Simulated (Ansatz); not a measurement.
Input:

End structure of a constructed model of the (111) surface of fcc Au, a layer of Pd in place of the third plane (bottom of the slab: a bare face, its two planes held):

```yaml
crystal:
  lattice:
    - [2.93959, 0.00000, 0.00000]
    - [-1.46980, 2.54576, 0.00000]
    - [0.00000, 0.00000, 28.50000]
  atoms:
    - { symbol: Au, position: [0.33333, 0.66667, 0.28883] }
    - { symbol: Au, position: [0.66667, 0.33333, 0.37304] }
    - { symbol: Au, position: [0.00000, 0.00000, 0.45659] }
    - { symbol: Pd, position: [0.33333, 0.66667, 0.53595] }
    - { symbol: Au, position: [0.66667, 0.33333, 0.61544] }
    - { symbol: Au, position: [0.00000, 0.00000, 0.69994] }
```

Model: 6-atom slab, 12.0 Å thick at the start, 15x15x1 mesh, Fermi-Dirac 0.1 eV, dipole correction, 2 atoms held, the rest relaxed; symmetry of the start imposed; no spin, no spin-orbit, no U. In PBE it is, or lies within 0.01 eV a 1x1 cell of, the lowest of the 2 structures of its composition computed so far; larger cells were not tried.

Problem. What is the computed work function of the top face (Ansatz (a program for electronic structure) with PBE)?

Solution. 5.15 eV
